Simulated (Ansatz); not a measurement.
Bi2S3 (model structure, started from the beta Ga2O3 type, C2/m, No. 12, 10 atoms in the cell), treated with PBEsol in Ansatz (PAW).

Input:

Ansatz 0.2 input:
```yaml
crystal:
  lattice:
    - [8.3359605191, -2.0410376718, -1.5362422321]
    - [8.3359605191, 2.0410376718, -1.5362422321]
    - [-3.308049058, 0.0, 8.322050081]
  atoms:
    - { symbol: Bi, position: [0.1271199199, 0.1271199199, 0.8148779303] }
    - { symbol: Bi, position: [0.8728800801, 0.8728800801, 0.1851220697] }
    - { symbol: Bi, position: [0.6573512074, 0.6573512074, 0.2793382482] }
    - { symbol: Bi, position: [0.3426487926, 0.3426487926, 0.7206617518] }
    - { symbol: S, position: [0.2401753582, 0.2401753582, 0.1555561223] }
    - { symbol: S, position: [0.7598246418, 0.7598246418, 0.8444438777] }
    - { symbol: S, position: [0.1519612776, 0.1519612776, 0.4736911227] }
    - { symbol: S, position: [0.8480387224, 0.8480387224, 0.5263088773] }
    - { symbol: S, position: [0.4595115183, 0.4595115183, 0.133954914] }
    - { symbol: S, position: [0.5404884817, 0.5404884817, 0.866045086] }
basis:
  ecutwfc: 520
  ecutrho_ratio: 4
  xc_grid: 2
kpoints:
  mp_grid: { grid: [10, 10, 6] }
  band_path:
    path:
      - [0.0, 0.0, 0.0]
      - [0.033776, -0.033776, 0.0]
      - [0.067552, -0.067552, 0.0]
      - [0.101328, -0.101328, 0.0]
      - [0.135104, -0.135104, 0.0]
      - [0.16888, -0.16888, 0.0]
      - [0.202656, -0.202656, 0.0]
      - [0.236432, -0.236432, 0.0]
      - [0.270208, -0.270208, 0.0]
      - [-0.270208, -0.729792, 0.0]
      - [-0.308507, -0.691493, 0.0]
      - [-0.346805, -0.653195, 0.0]
      - [-0.385104, -0.614896, 0.0]
      - [-0.423403, -0.576597, 0.0]
      - [-0.461701, -0.538299, 0.0]
      - [-0.5, -0.5, 0.0]
      - [-0.333333, -0.333333, 0.0]
      - [-0.166667, -0.166667, 0.0]
      - [0.0, 0.0, -0.166667]
      - [0.0, 0.0, -0.333333]
      - [0.0, 0.0, -0.5]
      - [0.035696, -0.035696, -0.5]
      - [0.071391, -0.071391, -0.5]
      - [0.107087, -0.107087, -0.5]
      - [0.142782, -0.142782, -0.5]
      - [0.178478, -0.178478, -0.5]
      - [0.214173, -0.214173, -0.5]
      - [0.249869, -0.249869, -0.5]
      - [0.750131, 0.249869, -0.5]
      - [0.714398, 0.285602, -0.5]
      - [0.678665, 0.321335, -0.5]
      - [0.642932, 0.357068, -0.5]
      - [0.607199, 0.392801, -0.5]
      - [0.571466, 0.428534, -0.5]
      - [0.535733, 0.464267, -0.5]
      - [0.5, 0.5, -0.5]
      - [0.333333, 0.333333, -0.333333]
      - [0.166667, 0.166667, -0.166667]
      - [0.5, 0.0, -0.5]
      - [0.4375, 0.0, -0.4375]
      - [0.375, 0.0, -0.375]
      - [0.3125, 0.0, -0.3125]
      - [0.25, 0.0, -0.25]
      - [0.1875, 0.0, -0.1875]
      - [0.125, 0.0, -0.125]
      - [0.0625, 0.0, -0.0625]
      - [0.0, -0.071429, 0.0]
      - [0.0, -0.142857, 0.0]
      - [0.0, -0.214286, 0.0]
      - [0.0, -0.285714, 0.0]
      - [0.0, -0.357143, 0.0]
      - [0.0, -0.428571, 0.0]
      - [0.0, -0.5, 0.0]
    npoints: 1
hamiltonian:
  xc: pbesol
  dispersion: none
  pseudopotentials: { kind: paw }
scf:
  occupations: { method: fermi_dirac, width: 0.01 }
  convergence: { dr2_threshold: 0.000000001 }
output:
  forces: true
  stress: true
  eigenvalues: true
  write_bands: true
```

From the output:

```
Crystal: 10 atoms, lattice volume = 262.438 Å³
Basis set: ecut = 520 eV, 7133 PW (Γ), FFT grids on a1−a2, a1+a3, −a2, exchange–correlation on 64×144×144 points (8 copies of the dense FFT grid, shifted against one another)
Bands: 58, of which v1, the nominal top of the filled ones, is band 48 counted from 1 (47 counted from 0)
Symmetry: 4 space group operations
Space group: C2/m (ITA 12), of the structure as read, at distance tolerance 6.4e-5 Å
k-points: 172 of 600
Functional: x = pbesol(κ = 0.804, μ = 0.12345679012345678), c = pbesol(β = 0.046)
SCF iter   1: F=—  HF=-54281.095043 eV  |F-HF|=—  |Δ(HF+E_count)|=         —  Δρ=4.90e-3  dr2=1.11e-1
SCF iter   2: F=—  HF=-54281.064785 eV  |F-HF|=—  |Δ(HF+E_count)|=   3.03e-2  Δρ=1.49e-3  dr2=5.64e-3
  ...
SCF iter   9: F=—  HF=-54281.064098 eV  |F-HF|=—  |Δ(HF+E_count)|=   4.81e-8  Δρ=9.70e-7  dr2=5.03e-9
SCF iter  10: F=-54281.064098 eV  HF=-54281.064098 eV  |F-HF|=3.71e-10  |Δ(HF+E_count)|=   8.14e-9  Δρ=3.26e-7  dr2=7.04e-10
SCF 1 converged in 10 iterations: F = -54281.064098 eV  dr2 = 7.04e-10
SCF converged after 10 iterations
Free energy (F): -54281.064098 eV
Internal energy: -54281.064098 eV  (E = F + TS)
E sigma→0 (E₀):  -54281.064098 eV
Fermi energy:    7.799938 eV
--- Forces (eV/Å), atoms counted from 1 ---
  atom   1  Bi    -0.00036754     0.00000000     0.00389994
  atom   2  Bi     0.00036754    -0.00000000    -0.00389994
  atom   3  Bi    -0.00161349    -0.00000000     0.00075820
  atom   4  Bi     0.00161349     0.00000000    -0.00075820
  atom   5  S      0.00282080     0.00000000    -0.00108357
  atom   6  S     -0.00282080    -0.00000000     0.00108357
  atom   7  S      0.00171203     0.00000000    -0.00162372
  atom   8  S     -0.00171203    -0.00000000     0.00162372
  atom   9  S      0.00258368     0.00000000     0.00148678
  atom  10  S     -0.00258368    -0.00000000    -0.00148678
--- Stress (GPa, compression-positive) ---
        0.002217      -0.000000      -0.000859
       -0.000000       0.008703      -0.000000
       -0.000860      -0.000000       0.009214
  P = ⅓ Tr σ = 0.0067 GPa (0.067 kbar)
```

The PAW data were made under PBE.

Note: the relaxation could raise the start's symmetry but not lower it, so the cell can be a saddle point.

A model structure was made by putting elements into a prototype or built by hand; it is no filed structure, need not be a known phase, and can be a saddle point held by its symmetry.

Ansatz is a quantum-chemistry and plane-wave program.
